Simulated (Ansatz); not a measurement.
The reference is Ca in the fcc (Cu type) structure (space group Fm-3m, No. 225; a = 5.4558 Å; relaxed with 0.1 eV smearing). Axes: x, y, z lie along the cube axes.

Calculations: plane-wave PAW DFT at the PBEsol level (Ansatz, a program for electronic structure, 420 eV), spin-orbit coupling left out.

Base values:

| Item | Value |
|---|---|
| Shortest interatomic distance | 3.858 Å |

Modification: a pure shear with ε_xy = ε_yx = 0.0171, atoms relaxed at fixed cell.

Problem. Estimate the effect on the stress, energy relative to the base and shortest interatomic distance.

Solution. The stress (xx, yy, zz, yz, xz, xy; compression positive) amounts to (0.0, 0.0, 0.0, 0.0, 0.0, -0.6) GPa; the energy grows by 2.4 meV/atom; the shortest interatomic distance falls by 0.066 Å (3.858 Å → 3.792 Å).

The cells carry an imposed strain or load. Whether these cells are dynamically stable was not tested.
